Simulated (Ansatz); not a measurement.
## AlPt3: pressure series

The reference is AlPt3 (space group P4/mbm, No. 127; a = 5.448 Å, c = 7.848 Å; a cell from a computed database, its experimental status unchecked).

Cell and atoms are relaxed at each pressure.

Level of theory: PBEsol in Ansatz (plane waves to 420 eV, PAW, no spin-orbit coupling).

Two rows of this table had their results exchanged by mistake.

```tsv
pressure	volume per atom (Å³)	shortest distance (Å)	band gap
pressure −2 GPa	14.68	2.551	zero
pressure −1 GPa	14.62	2.548	zero
pressure 0.3 GPa	14.54	2.545	zero
pressure 0.7 GPa	14.28	2.532	zero
pressure 1.5 GPa	14.47	2.541	zero
pressure 3 GPa	14.39	2.537	zero
pressure 5 GPa	14.52	2.544	zero
pressure 7.5 GPa	14.16	2.526	zero
pressure 10 GPa	14.04	2.520	zero
```

Question: Which two?

Answer: The rows for pressure 0.7 GPa and pressure 5 GPa: the volume has to fall steadily with pressure, so 14.52 Å³ belongs to pressure 0.7 GPa and 14.28 Å³ to pressure 5 GPa.

Load acts through the strain it causes; cell and atoms are relaxed under it. Stability against distortions was not tested. Competing high-pressure phases were not computed. All final runs are without spin polarisation.

Ansatz is a first-principles code.
